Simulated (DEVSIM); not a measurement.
System: Si/Ge p-n heterojunction, at 300 K.

```csv
layer (left to right),material,thickness (μm),Nd (cm⁻³),Na (cm⁻³),τn (s),τp (s)
1,Si,0.550,-,1.4e16,3.6e-6,3.6e-6
2,Ge,1.30,6.6e15,-,3.6e-6,3.6e-6
```

Left contact: ohmic. Right contact: ohmic. Voltage is applied to the left contact. Recombination: SRH at mid-gap, Auger. Mobility is constant in doping. Where it depends on doping, it is μmin + (μ − μmin)/(1 + (N/Nref)^α).

Constants are typed, rounded textbook-type inputs, not results; the design itself was drawn at random and stands for no fabricated device. Values at 300 K; Nc and Nv go as T^1.5, mobilities as T to minus their exponent, the gap by Varshni's rule with the affinity fixed. The table also holds parameters that only a changed run uses.

| parameter | Si | Ge |
|---|---|---|
| gap (eV) | 1.124 | 0.664 |
| affinity (eV) | 4.05 | 4 |
| permittivity | 11.7 | 16 |
| Nc (cm⁻³) | 2.86e19 | 1.04e19 |
| Nv (cm⁻³) | 3.1e19 | 6e18 |
| μn (cm²/Vs) | 1417 | 3900 |
| μp (cm²/Vs) | 470 | 1900 |
| μn,min | 52 | 150 |
| μp,min | 45 | 100 |
| Nref,n | 9.7e16 | 2.6e17 |
| Nref,p | 2.2e17 | 4e17 |
| αn | 0.68 | 0.56 |
| αp | 0.72 | 0.6 |
| T exponent of μn | 2.3 | 1.66 |
| T exponent of μp | 2.2 | 2.33 |
| Cn (cm⁶/s) | 2.8e-31 | 1e-31 |
| Cp (cm⁶/s) | 9.9e-32 | 1e-31 |
| Varshni α (eV/K) | 0.000473 | 0.000477 |
| Varshni β (K) | 636 | 235 |

Simulated with DEVSIM: 1D drift-diffusion, Boltzmann statistics, complete ionisation; no tunnelling, impact ionisation, image-force lowering or self-heating. Band offsets follow the typed affinities; no thermionic-emission limit at abrupt steps, no polarisation charge.

Base results: potential step across the device at zero bias (V) 0.785; dark forward voltage at 100 A/cm² (V) 0.570; dark forward voltage at 1 A/cm² (V) 0.305.

### Question
What follows from this one change: doping Nd of layer 2 6.6e+15 → 2e+15 cm^-3?

### Answer
potential step across the device at zero bias 0.785 → 0.754 V; dark forward voltage at 100 A/cm² 0.570 → 0.541 V; dark forward voltage at 1 A/cm² 0.305 → 0.257 V.

### Question
What follows from this one change: thickness of layer 2 1.3 → 0.26 μm?

### Answer
potential step across the device at zero bias little changed (0.785 V); dark forward voltage at 100 A/cm² 0.570 → 0.526 V; dark forward voltage at 1 A/cm² 0.305 → 0.241 V.

### Question
What follows from this one change: doping-dependent mobility in place of the constant one?

### Answer
potential step across the device at zero bias little changed (0.785 V); dark forward voltage at 100 A/cm² 0.570 → 0.576 V; dark forward voltage at 1 A/cm² 0.305 → 0.311 V.
